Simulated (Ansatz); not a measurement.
The parent structure is KCl in the rock salt structure (space group Fm-3m, No. 225).

```xyz
2
Lattice="0.0000 3.1214 3.1214 3.1214 0.0000 3.1214 3.1214 3.1214 0.0000" Properties=species:S:1:pos:R:3 pbc="T T T"
K      0.0000     0.0000     0.0000
Cl     3.1214     3.1214     3.1214
```

Cartesian axes are those of the cell as printed.

Computed with Ansatz (a program for electronic structure) PBEsol, spin-orbit coupling left out.

Base values:

Electron mass: 0.43 mₑ (at Γ)
Valley order: Γ 5.10 eV; X along ⟨100⟩ 6.37 eV

Perturbation: uniaxial strain ε_zz = +0.50 %, all other strain components held at zero; the atoms relax in the strained cell.

**Question.** Estimate the effect on the electron mass.

**Answer.** The electron mass becomes 0.44 mₑ (at Γ) (base: 0.43 mₑ (at Γ)).

**Question.** Predict the new valley order.

**Answer.** The valley order (the lowest conduction-band minima on the path, energy above the VBM, named in the base's zone) goes from Γ 5.10 eV; X along ⟨100⟩ 6.37 eV to Γ 5.09 eV; X along [100] 6.37 eV; X along [001] 6.38 eV.

The levels and masses belong to the bands next to the band gap. Masses are band curvatures over ±0.01 Å⁻¹ around the edge. Whether these cells are dynamically stable was not tested.
